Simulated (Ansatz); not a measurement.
Hf: response to strain

Consider Hf in the hcp (Mg type) structure (space group P6_3/mmc, No. 194; a = 3.158 Å, c = 5.004 Å; relaxed with 0.1 eV smearing).

Strains are applied to the cell and any free atomic positions relax.

Calculations: Kohn–Sham DFT with the PBEsol functional, run in Ansatz (a program for electronic structure) with PAW and 420 eV plane waves, no SOC.

Notes on the quantities. pressure: mean of the normal stresses, compression positive; energy relative to the base: free energy F.

| variant | pressure | energy relative to the base | shortest interatomic distance |
|---|---|---|---|
| base | 0.0 GPa | 0 meV/atom | 3.096 Å |
| isotropic strain −3.00 % | 12.1 GPa | +67 meV/atom | 3.003 Å |
| isotropic strain −2.50 % | ___ | +46 meV/atom | 3.019 Å |
| isotropic strain −1.50 % | 5.5 GPa | +16 meV/atom | 3.050 Å |
| isotropic strain −1.00 % | 3.6 GPa | +7.1 meV/atom | 3.065 Å |
| isotropic strain +0.50 % | -1.6 GPa | +1.7 meV/atom | 3.112 Å |
| isotropic strain +1.00 % | ___ | +6.7 meV/atom | 3.127 Å |
| isotropic strain +1.50 % | -4.7 GPa | +15 meV/atom | 3.143 Å |
| isotropic strain +2.00 % | -6.1 GPa | +26 meV/atom | 3.158 Å |
| isotropic strain +3.00 % | -8.6 GPa | +57 meV/atom | 3.189 Å |

Question: Some entries are withheld; estimate them.

Answer: 
- isotropic strain −2.50 %, pressure: 9.8 GPa
- isotropic strain +1.00 %, pressure: -3.2 GPa

Whether these cells are dynamically stable was not tested. All final runs are without spin polarisation.
